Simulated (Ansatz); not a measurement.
Structure of amorphous In15Ga9Sn9O54 (periodic cell):

```
CELL_PARAMETERS angstrom
     10.47261     0.00000     0.00000
      0.00000    10.47261     0.00000
      0.00000     0.00000    10.47261
ATOMIC_POSITIONS crystal
  In 0.43583 0.83964 0.59005
  In 0.07666 0.88025 0.20433
  In 0.59985 0.13794 0.63079
  In 0.63862 0.01943 0.97694
  In 0.09629 0.82981 0.55236
  In 0.84411 0.72258 0.38465
  In 0.83517 0.20062 0.12904
  In 0.45048 0.33162 0.41926
  In 0.27191 0.59549 0.75377
  In 0.77809 0.39309 0.85859
  In 0.30470 0.05630 0.40333
  In 0.89219 0.12183 0.76450
  In 0.59649 0.54237 0.62614
  In 0.28920 0.48521 0.08702
  In 0.86459 0.07804 0.41127
  Ga 0.33151 0.86559 0.96793
  Ga 0.13024 0.34347 0.80815
  Ga 0.70852 0.83155 0.75912
  Ga 0.00156 0.48947 0.24645
  Ga 0.57511 0.35198 0.09330
  Ga 0.45596 0.34670 0.83279
  Ga 0.54756 0.63834 0.94338
  Ga 0.13402 0.35173 0.51840
  Ga 0.39006 0.12541 0.12371
  Sn 0.29144 0.62509 0.37786
  Sn 0.28573 0.09898 0.71273
  Sn 0.12471 0.20781 0.21531
  Sn 0.05579 0.86642 0.88176
  Sn 0.82424 0.69035 0.01575
  Sn 0.58734 0.96797 0.31233
  Sn 0.58285 0.60464 0.28051
  Sn 0.80666 0.37179 0.47653
  Sn 0.95199 0.60022 0.72107
  O  0.70244 0.02677 0.17553
  O  0.98183 0.07679 0.20914
  O  0.99037 0.42508 0.42131
  O  0.61759 0.34748 0.53208
  O  0.01042 0.96901 0.72492
  O  0.10301 0.47542 0.67209
  O  0.96264 0.29212 0.84687
  O  0.31023 0.24344 0.84253
  O  0.48293 0.59546 0.44840
  O  0.28360 0.27934 0.13305
  O  0.15229 0.20282 0.40372
  O  0.45605 0.99613 0.71843
  O  0.81755 0.10692 0.95484
  O  0.81267 0.47372 0.65394
  O  0.53567 0.41066 0.25357
  O  0.67518 0.02370 0.47275
  O  0.86546 0.76095 0.80250
  O  0.74374 0.36515 0.05533
  O  0.93343 0.85040 0.03895
  O  0.74001 0.54603 0.39652
  O  0.20062 0.47797 0.90864
  O  0.39890 0.63541 0.20738
  O  0.66602 0.78361 0.30846
  O  0.44884 0.96139 0.05660
  O  0.17090 0.53651 0.23713
  O  0.28422 0.70397 0.57440
  O  0.40488 0.17983 0.55108
  O  0.85320 0.19997 0.57688
  O  0.11042 0.72136 0.76564
  O  0.95139 0.89958 0.39444
  O  0.39499 0.71554 0.88885
  O  0.23372 0.03822 0.20525
  O  0.52276 0.19700 0.02609
  O  0.91310 0.54733 0.91524
  O  0.71172 0.00885 0.75097
  O  0.46865 0.45703 0.98514
  O  0.65478 0.61833 0.09256
  O  0.14357 0.23054 0.65980
  O  0.43077 0.89257 0.39535
  O  0.91292 0.64010 0.20282
  O  0.61125 0.75109 0.63535
  O  0.65727 0.80936 0.93492
  O  0.23601 0.96957 0.57077
  O  0.42176 0.47133 0.70781
  O  0.46393 0.13659 0.29355
  O  0.17648 0.80908 0.03755
  O  0.00163 0.33955 0.14894
  O  0.65278 0.56002 0.82595
  O  0.22852 0.97477 0.86182
  O  0.17011 0.77890 0.35815
  O  0.79626 0.24700 0.32626
  O  0.61411 0.27426 0.78832
  O  0.27900 0.43657 0.45122
  O  0.95416 0.69081 0.54909
```

Methods: PBE, scalar-relativistic without spin-orbit coupling (Ansatz, a quantum-chemistry and plane-wave program); r2SCAN, scalar-relativistic without spin-orbit coupling (Ansatz); HSE06, scalar-relativistic without spin-orbit coupling (Ansatz). Neutral PBE cell, which sets geometry, pressure and energy: sampling: a 2×2×2 Γ-centred mesh; Fermi-Dirac width 0.02 eV; no spin polarisation. Exact exchange is cut at the faces of this 10 Å cell, which leaves hybrid gaps a finite-size error.

It comes from a melt-quench run on a machine-learned potential (CHGNet), relaxed afterwards by DFT. O atoms were pushed apart under 1.9 Å during the dynamics, to hinder bonds among them. The hot cell started wider than the set density and was brought back towards it in steps. It is the lowest in DFT energy of 4 quenches. It is a model cell: composition and starting density were chosen by hand, and all elements were melted together. No dispersion term was used. Its density started from a set value of 6.21 and ended at 6.19 g/cm³. The quench (nominally 88 K/ps over its main leg) was far faster than any real one, so the model tends to hold more defects than a real film. One small periodic cell is one sample of the glass; other quenches scatter about these values. The volume was free in the relaxation, at fixed shape.

Task: Give the pressure and the spacing of the highest filled and lowest empty levels.

Result: 
- Pressure on a 2×2×2 Γ-centred mesh: 0.15 GPa
- Largest force and stress component on that mesh (the relaxation ran on the zone centre alone): 0.05 eV/Å and 2.2 GPa
- Level gap on a 2×2×2 Γ-centred mesh (PBE): 0.64 eV
- Level gap at the zone centre (PBE): 0.64 eV
- Level gap at the zone centre (r2SCAN): 1.11 eV
- Level gap at the zone centre (HSE06): 2.11 eV
- Distance between the nearest levels spread over more than a fifth of the atoms or a third of the atoms of their main element (six at least) (PBE, zone centre): 0.86 eV

Task: At PBE and the zone centre, how localised are the states just below and above the Fermi level (participation number: the atoms over which a state spreads)?

Result: The highest filled state is spread over 5.2 atoms' worth, largest on O46, with weights by element (charge in smoothed Voronoi cells) O 0.95, In 0.03, Ga 0.01. The lowest empty state is spread over 77.5 atoms' worth, largest on Sn29, with weights by element (charge in smoothed Voronoi cells) O 0.55, In 0.22, Sn 0.14.

At PBE the levels at the filled edge of the gap are localised (band-tail or defect states).

Cut-offs for bonds: In-In 3.12 Å, In-Ga 2.90 Å, In-Sn 3.09 Å, In-O 2.64 Å, Ga-Ga 2.68 Å, Ga-Sn 2.87 Å, Ga-O 2.34 Å, Sn-Sn 3.06 Å, Sn-O 2.58 Å, O-O 1.58 Å. Two cations that share two anions don't count as bonded, nor two that share one unless they lie closer than In-In 3.04 Å, In-Ga 2.82 Å, In-Sn 3.01 Å, Ga-Ga 2.61 Å, Ga-Sn 2.79 Å, Sn-Sn 2.97 Å.
